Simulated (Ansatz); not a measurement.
MoP (model structure, started from the NbAs type, I4₁md, No. 109, 4 atoms in the cell)

Computed with PBE in Ansatz (plane waves, PAW).

Numerical settings: plane-wave cutoff 520 eV, 24×24×24 k mesh, Fermi–Dirac smearing 0.05 eV, no spin polarisation, scalar-relativistic PAW data made under PBE.

Cell (relaxed at this level):

```
MoP
1.0
   -1.61033     1.61033     5.61749
    1.61033    -1.61033     5.61749
    1.61033     1.61033    -5.61749
Mo P
2 2
Direct
  0.49925   0.49925   0.00000
  0.24925   0.74925   0.50000
  0.91675   0.91675   0.00000
  0.66675   0.16675   0.50000
```

```
Quantity          Result
---------------  -------
bulk modulus B0  219 GPa
```

Note: the run has no spin polarisation, so it can have missed a magnetic state; the bulk modulus is −V dP/dV from two relaxed cells at ±2 % in volume; the relaxation could raise the start's symmetry but not lower it, so the cell can be a saddle point.

Computing time: very roughly 12 core-minutes.

A model structure was made by putting elements into a prototype or built by hand; it is no filed structure, need not be a known phase, and can be a saddle point held by its symmetry.

Ansatz is a program for electronic structure.
